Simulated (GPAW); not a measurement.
Band structure of Zr₂Sb₃Pd (P-4m2, 6 atoms in the cell).

```
CELL_PARAMETERS angstrom
      3.96126     0.00000     0.00000
      0.00000     3.96126     0.00000
      0.00000     0.00000     8.73892
ATOMIC_POSITIONS crystal
  Zr 0.50000 0.00000 0.73919
  Zr 0.00000 0.50000 0.26081
  Sb 0.50000 0.00000 0.38377
  Sb 0.00000 0.50000 0.61623
  Sb 0.00000 0.00000 0.00000
  Pd 0.50000 0.50000 0.00000
```

Level of theory: PBEsol, GPAW PAW datasets PBEsol (made by gpaw-setup) (plane waves; GPAW 25.7.0).

Settings: mode = pw; ecut = 550 eV; xc = PBEsol; kpts = 7 7 3; mesh shift (steps) = 0 0 0; occupations.name = methfessel-paxton; occupations.width = 0.136 eV; occupations.order = 0; nbands = -14; convergence.density = 1e-05 e/electron; convergence.energy = 1e-05 eV/electron; symmetry.symmorphic = false; symmetry.tolerance = 0.0005; maxiter = 150.

The starting cell comes from a database of computed structures (which also holds hypothetical and non-ambient phases and stackings), without a prior relaxation at this level. Spin-orbit coupling is off. Spin polarisation is off.

Levels in eV from the Fermi level, bands 39 to 46:
```csv
point,39,40,41,42,43,44,45,46
Γ,-0.84,-0.84,-0.82,-0.81,0.85,0.85,1.14,1.63
X,-1.13,-1.11,-0.63,-0.52,0.88,0.91,1.30,2.19
M,-1.53,-1.53,-1.52,-1.40,-1.36,-1.27,0.50,2.73
Z,-1.09,-1.09,-0.76,-0.38,0.08,1.10,1.10,1.42
R,-1.40,-1.24,-1.22,-0.09,0.54,0.93,1.63,2.42
A,-1.58,-1.47,-1.35,-1.21,-1.10,-1.10,0.55,2.51
```

Bands cross the Fermi level along this path, so the cell is metallic at this level.
